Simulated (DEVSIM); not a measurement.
System: Ru/TiO2/p-InP capacitor, at 300 K.

```tsv
layer (left to right)	material	thickness (nm)	Na (cm⁻³)
1	TiO2	21.0	-
2	InP	530	1.4e18
```

Metal gate on the left, work function 4.7 eV. Fixed charge at the semiconductor interface 0 cm⁻² (in units of +e); no interface traps.

The device is made up for the run: typed textbook-type constants, with dimensions and the other settings drawn at random. Values at 300 K.

```csv
parameter,TiO2,InP
gap (eV),3.2,1.344
affinity (eV),3.9,4.38
permittivity,60,12.5
Nc (cm⁻³),-,5.7e17
Nv (cm⁻³),-,1.1e19
```

DEVSIM, 1D Poisson equation in equilibrium, Boltzmann statistics, complete ionisation; no quantum confinement or tunnelling. Metal contacts follow the ideal Schottky-Mott rule: no Fermi-level pinning, no interface dipoles.

Tabulate band edges, carrier densities and field at -0.1 V on the gate.

Energies count from the Fermi level of the right contact; mesh points crowd at the junctions.

```csv
x (μm),Ec (eV),Ev (eV),n (cm⁻³),p (cm⁻³),field (V/cm)
0.000,0.900,-2.300,< 1e2,< 1e2,100000
0.001081,0.911,-2.289,< 1e2,< 1e2,100000
0.003187,0.933,-2.267,< 1e2,< 1e2,100000
0.006897,0.972,-2.228,< 1e2,< 1e2,100000
0.01479,1.055,-2.145,< 1e2,< 1e2,100000
0.01819,1.091,-2.109,< 1e2,< 1e2,100000
0.02005,1.110,-2.090,< 1e2,< 1e2,100000
0.02141,0.661,-0.683,4500000,3.7e7,490000
0.02294,0.734,-0.610,270000,6.2e8,460000
0.02613,0.872,-0.472,1300,1.3e11,400000
0.03221,1.077,-0.267,< 1e2,3.6e14,280000
0.05061,1.286,-0.058,< 1e2,1.2e18,12000
0.08236,1.291,-0.053,< 1e2,1.4e18,≈ 0
0.1426,1.291,-0.053,< 1e2,1.4e18,≈ 0
0.3196,1.291,-0.053,< 1e2,1.4e18,≈ 0
0.4377,1.291,-0.053,< 1e2,1.4e18,≈ 0
0.4939,1.291,-0.053,< 1e2,1.4e18,≈ 0
0.5235,1.291,-0.053,< 1e2,1.4e18,≈ 0
0.5406,1.291,-0.053,< 1e2,1.4e18,≈ 0
0.5463,1.291,-0.053,< 1e2,1.4e18,≈ 0
0.5493,1.291,-0.053,< 1e2,1.4e18,≈ 0
0.5510,1.291,-0.053,< 1e2,1.4e18,≈ 0
```
